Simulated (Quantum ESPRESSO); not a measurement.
σxx against uniaxial strain in fcc Ir (space group 225): C11 (Quantum ESPRESSO, PBEsol)

```xyz
1
Lattice="0.0000 1.9153 1.9153 1.8866 0.0000 1.9153 1.8866 1.9153 0.0000" Properties=species:S:1:pos:R:3 pbc="T T T"
Ir     0.0000     0.0000     0.0000
```

Level of theory: PBEsol, GBRV 1.5 ultrasoft (PBESOL) pseudopotentials (plane waves; Quantum ESPRESSO). Settings: ecutwfc = 52 Ry; ecutrho = 416 Ry; occupations = smearing; smearing = fermi-dirac; degauss = 0.0036749 Ry; potentials = {Ir: ir_pbesol_v1.2.uspp.F.UPF}; K_POINTS = automatic 38 38 38 0 0 0; conv_thr = 1e-10 Ry. The cell above is the first row's. The rows stretch one cube axis (x) by the strain ε and hold the other two. Stress is positive in tension. In all rows the k mesh is held.

```
ε (%)  σxx (GPa)
-----  ---------
-1.5       -9.45
-1.0       -5.97
-0.5       -2.59
0.0         0.68
0.5         3.84
1.0         6.90
1.5         9.86
2.0            ?
```

### Question
Using a parabola, estimate the missing σxx at ε = 2.0 from the other rows, showing the fit.

### Answer
Least squares gives σxx = 0.678 + 6.4357·ε - 0.2105·ε². Residuals (row less fit): -0.001, -0.002, 0.002, 0.002, -0.003, -0.003, 0.002; standard error 0.003 (degrees of freedom: 4). The slope at ε = 0, 6.4357 GPa per cent, gives C11 ≈ 100 × 6.4357 = 644 GPa, for the static lattice. At the withheld row, σxx = 0.678 + 6.4357 × 2.0 - 0.2105 × 2.0² = 12.707 GPa. The calculation gives 12.72 GPa, 0.013 GPa above the prediction (0.1 % of the range of σxx in the table). The row lies outside the fitted rows, so this is an extrapolation. From the scatter of the fitted rows alone, a prediction at this place has a standard error of 0.006 GPa, so the miss is 2.2 times that.

Carrying the step between the two nearest rows on in a straight line would have given 12.82, off by 0.10; series whose last step already gives the withheld value aren't shown. The reference cell has the volume at which an earlier scan in this program and functional put its minimum by a fit. The unstrained cell stands at a pressure of -0.68 GPa, and the constants belong to that pressure. Spin polarisation is off. Spin-orbit coupling is off. Without a gap such slopes are sensitive to mesh and smearing. Cutoffs and mesh are single choices, not tested for convergence of this quantity. Series with a scatter that would blur these digits, or in which a gap closes, are not shown. Strain series were run only where this level's volume lies within 10 % of a first guess from the measured size.
